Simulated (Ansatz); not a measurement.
Start from YP in the zinc blende structure (space group F-43m, No. 216; a = 6.289 Å; a hypothetical phase, not in the database extracts checked).

Method: r2SCAN (Ansatz, a first-principles code), scalar-relativistic without spin-orbit coupling.

For the base:

- Density = 3.20 g/cm³
- Width of the top valence band = 0.82 eV
- Band gap = 1.94 eV

Perturbation: a hydrostatic pressure of 4.5 GPa.

Task: How does this affect the density, width of the top valence band and band gap?

Result: The density rises by 0.22 g/cm³, from 3.20 g/cm³ to 3.42 g/cm³; the width of the top valence band rises by 0.14 eV to 0.96 eV; the band gap decreases by 0.074 eV to 1.86 eV.

Load acts through the strain it causes; cell and atoms are relaxed under it. Stability against distortions was not tested.
